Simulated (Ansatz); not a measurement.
CsPbBr3 (Pnma, No. 62, 20 atoms in the cell; start mp-567681) was calculated with LDA in Ansatz (PAW).

Settings: plane-wave cutoff 520 eV, 4×8×2 k mesh (along the axes of the cell as run), Fermi–Dirac smearing 0.01 eV, scalar-relativistic PAW data made under PBE.

Cell (relaxed at this level):

CsPbBr3 has the orthorhombic space group Pnma (No. 62), Pearson symbol oP20. Lattice parameters: a = 9.430 Å, b = 4.466 Å, c = 16.233 Å, α = 90.00°, β = 90.00°, γ = 90.00°. Cs on 4c is surrounded by 9 Br at 3.543–3.687 Å. Pb on 4c has 1 Br at 2.831 Å and 5 Br at 2.982–3.140 Å (octahedral). Br1 on 4c sees 3 Pb at 3.029–3.140 Å and 2 Cs at 3.639–3.687 Å. Br2 on 4c has 1 Pb at 2.831 Å and 4 Cs at 3.543 Å (square pyramidal). Br3 on 4c has 2 Pb at 2.982 Å and 3 Cs at 3.613–3.644 Å. (Neighbours: up to the widest gap in distance over summed covalent radii, below 1.35, at either atom; cation-cation and far metal-metal contacts left out.)

Problem. Estimate the band gap, smallest direct gap on the k points sampled and Γ–Γ gap that the calculation returns.

Solution. 
* **band gap**: 2.64 eV
* **smallest direct gap on the k points sampled**: 2.74 eV
* **Γ–Γ gap**: 2.88 eV

Spin–orbit coupling is not included; with these elements it can move the gap by several tenths of an eV or more.

A start named mp-… is a Materials Project structure, which need not be a measured phase.

Ansatz is an electronic-structure program.
